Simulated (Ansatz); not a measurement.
Band structure of CuSe (Cmcm, 12 atoms in the cell).

```xyz
12
Lattice="1.9553 -3.5173 0.0000 1.9553 3.5173 0.0000 0.0000 0.0000 17.0809" Properties=species:S:1:pos:R:3 pbc="T T T"
Cu     1.9553     1.0335     1.9221
Cu     1.9553    -1.0335    15.1587
Cu     1.9553    -1.0335    10.4625
Cu     1.9553     1.0335     6.6183
Cu     1.9553     0.4910    12.8106
Cu     1.9553    -0.4910     4.2702
Se     1.9553    -1.7917    12.8106
Se     1.9553     1.7917     4.2702
Se     1.9553    -3.3824     9.7349
Se     1.9553     3.3824     7.3460
Se     1.9553     3.3824     1.1945
Se     1.9553    -3.3824    15.8864
```

Level of theory: LDA (PW92), default PAW files made with PBE (plane waves; Ansatz, a program for electronic structure).

Settings: basis.ecutwfc = 420 eV; kpoints.mp_grid.grid = 5 5 1; kpoints.mp_grid.shift = 0.5 0.5 0.5; hamiltonian.xc = lda; hamiltonian.pseudopotentials = {kind: paw} (the program's default PAW files); scf.occupations.method = cold; scf.occupations.width = 0.1 eV; kpoints.band_path.npoints = 16.

The starting cell comes from a database of computed structures (which also holds hypothetical and non-ambient phases and stackings), without a prior relaxation at this level. Spin polarisation is off. The run gives no clean gap (levels at the Fermi energy touch, overlap or are partly filled at this smearing), which alone does not show that the compound is a metal.

Levels in eV from the Fermi level, bands 103 to 110:
```tsv
point	103	104	105	106	107	108	109	110
Γ	0.65	0.73	0.76	0.87	0.97	1.74	1.96	2.47
X	-1.18	-0.97	-0.62	-0.40	1.57	1.85	3.12	4.13
S	-1.03	-0.94	-0.58	-0.24	1.37	1.64	2.98	3.23
R	-0.80	-0.80	-0.57	-0.57	1.65	1.65	2.92	2.92
A	-1.15	-1.15	-0.44	-0.44	1.65	1.65	3.53	3.53
Z	0.70	0.70	0.94	0.94	1.27	1.27	2.02	2.02
Y	-0.56	-0.45	-0.15	0.02	0.56	1.84	2.90	3.25
X1	-1.18	-0.97	-0.62	-0.40	1.57	1.85	3.12	4.13
A1	-1.15	-1.15	-0.44	-0.44	1.65	1.65	3.53	3.53
T	-0.40	-0.40	-0.13	-0.13	1.14	1.14	3.22	3.22
```

Bands cross the Fermi level along this path, so the cell is metallic at this level.

Keys are those of Ansatz 0.2.
